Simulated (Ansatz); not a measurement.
Start from PbSe in the rock salt structure (space group Fm-3m, No. 225; a = 6.102 Å).

Levels (all Ansatz, a program for electronic structure, PAW): PBEsol (420 eV, no spin-orbit coupling); HSE06+SOC (420 eV, spin-orbit coupling included).

The geometry is relaxed with PBEsol.

- PBEsol lowest conduction level above the VBM at special points: L 0.17 eV; W 1.82 eV; U 3.33 eV; Γ 4.69 eV

Q: Predict the lowest conduction level above the VBM at special points from HSE06+SOC.

A: The lowest conduction level above the VBM at special points becomes L 0.08 eV; W 2.09 eV; U 3.52 eV; Γ 3.70 eV (PBEsol: L 0.17 eV; W 1.82 eV; U 3.33 eV; Γ 4.69 eV).

Single points use the geometry relaxed with PBEsol. The hybrid gap comes from the SCF mesh plus the semilocal run's edge points and a few special points and is an upper bound. The spin-orbit shifts are approximate. The levels and masses belong to the bands next to the band gap. Whether these cells are dynamically stable was not tested.
